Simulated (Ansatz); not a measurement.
Start from Ba in the bcc (W type) structure (space group Im-3m, No. 229; a = 5.0241 Å; relaxed with 0.1 eV smearing).

All numbers come from PBE (Ansatz, a quantum-chemistry and plane-wave program, PAW, no spin-orbit coupling).

Base values:

- Pressure: 0.0 GPa
- Band gap: zero

The change: every lattice vector is stretched by 2.00 %, atoms relaxed at fixed cell.

Q: What does the calculation give for the energy relative to the base, pressure and band gap after the change?

A: The energy increases by 5.9 meV/atom; the pressure goes from zero to -0.5 GPa; the band gap remains zero.

The cells carry an imposed strain or load. No phonon test of stability was made.
